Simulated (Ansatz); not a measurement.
Checking a run of Ansatz (a quantum-chemistry and plane-wave program) on CaSi2O5 (C2/c, 16 atoms in the cell). The aim is a self-consistent single point with DFT, PBEsol, plane waves, default PAW files made with PBE.

Cell that was meant: a = 5.2592 Å, b = 5.2592 Å, c = 6.5430 Å, α = 103.73°, β = 103.73°, γ = 105.84°.

Part of the input:

Ansatz 0.2 input:
```yaml
    - { symbol: O, position: [0.79690000, 0.39690000, 0.10420000] }
    - { symbol: O, position: [0.39690000, 0.79690000, 0.60420000] }
    - { symbol: O, position: [0.20310000, 0.60310000, 0.89580000] }
basis:
  ecutwfc: 50
kpoints:
  mp_grid:
    grid: [5, 5, 4]
```

Output (repeated stretches shortened):

```
   [... lines left out ...]
PAW frozen core: O, regenerated for the run's functional, and the local potential with it
Initial density: superposition of atomic densities (neutral atoms: chi_scale 0, normalization atom), corrected by the library's trained network
Initial wavefunctions: pseudopotential atomic-orbital guess
Eigensolver: davidson
Functional: x = pbesol(κ = 0.804, μ = 0.12345679012345678), c = pbesol(β = 0.046)
SCF iter   1: F=—  HF=-10899.153665 eV  |F-HF|=—  |Δ(HF+E_count)|=         —  Δρ=8.71e-1  dr2=9.22e2  ethr=1.77e-3  ⟨swp⟩=1.0  Hψ=4242  notcnv=0
all-band conjugate gradients solve this SCF's bands
preconditioner: auto → LDOS
SCF iter   2: F=—  HF=-10259.895109 eV  |F-HF|=—  |Δ(HF+E_count)|=    6.39e2  S|Δr|=   9.45e-2  Δρ=1.04e-1  dr2=1.96e1  ethr=1.77e-3  ⟨swp⟩=4.2  Hψ=6293  notcnv=0  defer=274
   [... lines left out ...]
SCF iter   9: F=-10251.379829 eV  HF=-10251.379829 eV  |F-HF|=2.29e-10  |Δ(HF+E_count)|=   1.38e-8  S|Δr|=   3.77e-6  Δρ=1.11e-6  dr2=2.11e-9  ethr=1.04e-10  ⟨swp⟩=13.1  Hψ=9711  notcnv=0
Mixer restart at iter 9: flushing history
SCF iter  10: F=—  HF=-10251.388497 eV  |F-HF|=—  |Δ(HF+E_count)|=         —  Δρ=4.14e-6  dr2=1.37e-8  ethr=2.20e-12  ⟨swp⟩=2.6  Hψ=2522  notcnv=0
SCF iter  11: F=-10251.388497 eV  HF=-10251.388497 eV  |F-HF|=7.13e-10  |Δ(HF+E_count)|=   5.33e-9  S|Δr|=   4.35e-9  Δρ=6.60e-7  dr2=1.20e-9  ethr=2.20e-12  ⟨swp⟩=3.0  Hψ=4317  notcnv=0
SCF 1 converged in 11 iterations: F = -10251.388497 eV  dr2 = 1.20e-9
Stability not checked (fill_not_monotonic)
Free energy (F): -10251.388497 eV
F+E_penalty+E_count: -10251.388498 eV  (lagrangian_ev)
Internal energy: -10251.388497 eV  (E = F + TS)
E sigma→0 (E₀):  -10251.388497 eV
Fermi energy:    16.655027 eV
Smearing:        width narrowed from 0.1360 eV (input) to 0.0769 eV after iteration 9, whose occupations did not sum to the number of electrons (Fermi level in …
--- Forces (eV/Å), atoms counted from 1 ---
   [... lines left out ...]
--- Stress (GPa, compression-positive) ---
     -844.028704       0.000000     -18.051164
        0.000000    -805.442672       0.000000
      -18.051166       0.000000    -803.398971
  P = ⅓ Tr σ = -817.6234 GPa (-8176.234 kbar)
  The stress holds no Pulay correction (an occupied level lies too near the plane-wave cutoff): it is that at fixed plane waves, as pw.x and ABINIT print it
```

Task: Can these results be used? Check the input.

Result: The run is not sound. The fault is this: a cutoff meant in Ry typed as a bare number, read as eV. A bare number is read in the key's own unit, and eV, Ry (13.6 eV) and Ha (27.2 eV) lie far apart, so the setting ends up far from the one that was meant. To fix it, convert the value to the unit that the key expects. The run converged in 11 iterations without an error; against the sound input the free energy rises by 90.8 eV/atom, the pressure goes from 1.60 to -817.6 GPa, the largest force goes from 0.424 to 24.52 eV/Å and the gap on the mesh goes from 5.040 to 0.550 eV.

The sound input it was made from differs as follows (other fixes are possible):
```diff
-basis:
-  ecutwfc: 50
```

With that input, the run converged in 7 iterations: free energy E − TS (on the zero of these files) -11703.8543 eV; top of the valence band (on the code's own zero) 7.93 eV; gap on the k-point mesh 5.04 eV; pressure 1.60 GPa; largest force (vector length) 0.424 eV/Å (DFT, PBEsol, plane waves, default PAW files made with PBE).

On the sound input: the starting cell comes from a database of published, mostly measured structures (it also holds non-ambient and calculated ones), without a prior relaxation at this level. Ansatz's pressure includes its estimate of the finite-basis (Pulay) stress. Without the estimate this run gives 0.80 GPa.
